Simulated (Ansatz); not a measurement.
Take LiCl in the rock salt structure (space group Fm-3m, No. 225; a = 5.064 Å) as the base.

Computed with Ansatz (a quantum-chemistry and plane-wave program), PBEsol, PAW, cutoff 420 eV, no spin-orbit coupling.

Base values:

The electron mass is 0.46 mₑ (at Γ) and the band gap is 6.35 eV. The gap character is direct at Γ.

Modification: the cell is scaled by 0.9700 in all directions, atoms relaxed at fixed cell.

### Question
Estimate the effect on the energy relative to the base, electron mass, band gap and gap character.

### Answer
The energy rises by 16 meV/atom; the electron mass goes from 0.46 mₑ (at Γ) to 1.1 mₑ along k, 0.31 mₑ across (at L); the band gap grows by 0.30 eV (6.35 eV → 6.65 eV); the gap character goes from direct at Γ to indirect, K–Γ (78 % along) → L.

The cells carry an imposed strain or load. Effective masses come from finite differences of ±0.01 Å⁻¹. Along k means along the line from Γ to the band edge. Whether these cells are dynamically stable was not tested.
